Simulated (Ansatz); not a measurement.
Defect: Si-vacancy pair (Si on one host Cu site, one Cu site vacant) in fcc Cu, neutral cell. The step: one Cu atom jumps into the vacancy from a nearby Cu site (Si-vacancy distance between ideal sites 2.57 → 4.45 Å); the atom moves 2.52 Å along (0.49, -0.49, 0.00) of the unit cell; the moving atom starts with neighbours 4 Cu at 2.54, 6 Cu at 2.57, Cu at 2.60 Å and ends with 4 Cu at 2.54, Cu at 2.56, 4 Cu at 2.57, Cu at 2.58; Si at 2.57 Å. DFT values are from Ansatz (plane-wave PAW, 420 eV unless said) in a cell of 32 host sites, spin-restricted, static, with no finite-size correction. Forms of the defect that were not tried may lie lower. The order of the sites in energy changes with the mesh. For the PBE band: the saddle point's order was not checked.

```json
[
 {"Level": "CHGNet universal potential (has no charge state), its own band", "Forward barrier (eV)": "0.60", "Cost of the band or of the saddle's single point": "-"},
 {"Level": "PBE, a 3×3×3 k-point mesh shifted by half a step, band relaxed", "Forward barrier (eV)": "0.81", "Cost of the band or of the saddle's single point": "very roughly 60 core-minutes"},
 {"Level": "PBE, a 5×5×5 k-point mesh shifted by half a step, same geometries", "Forward barrier (eV)": "0.81", "Cost of the band or of the saddle's single point": "around 14 core-minutes (rough)"},
 {"Level": "r2SCAN at 500 eV, a 3×3×3 k-point mesh shifted by half a step, same geometries", "Forward barrier (eV)": "(withheld)", "Cost of the band or of the saddle's single point": "very roughly 8 core-minutes"}
]
```

Q: What belongs in the gaps?

A: 
- r2SCAN at 500 eV, a 3×3×3 k-point mesh shifted by half a step, same geometries, Forward barrier (eV): 0.82

Ansatz is a first-principles code.
